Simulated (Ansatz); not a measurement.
Start from Rh in the fcc (Cu type) structure (space group Fm-3m, No. 225; a = 3.782 Å; relaxed with 0.1 eV smearing). Axes: x, y, z lie along the cube axes.

Method: DFT with PBEsol, PAW potentials and a 420 eV plane-wave cutoff in Ansatz (a first-principles code), no spin-orbit coupling.

It is then changed as follows: uniaxial strain ε_zz = +2.50 %, all other strain components held at zero; the atoms relax in the strained cell.

Q: Predict the stress tensor and what it implies for the stiffness.

A: Stress of the strained cell less that of the base (GPa, compression positive):
```
   -4.7     0.0     0.0
    0.0    -4.7     0.0
    0.0     0.0   -10.7
```

Then −Δσ_ii/ε with ε = 0.0250 gives secant stiffness values (nonlinear terms included at this strain): C33 ≈ 429 GPa, C13 ≈ 187 GPa and C23 ≈ 187 GPa.

As a check, the harmonic strain energy −½ V₀ Δσ:ε is 11 meV/atom; the computed energy rise is 12 meV/atom.

Stability against distortions was not tested. The final runs are not spin-polarised. Rh lies near a magnetic instability that expansion can trigger; it was not tested.
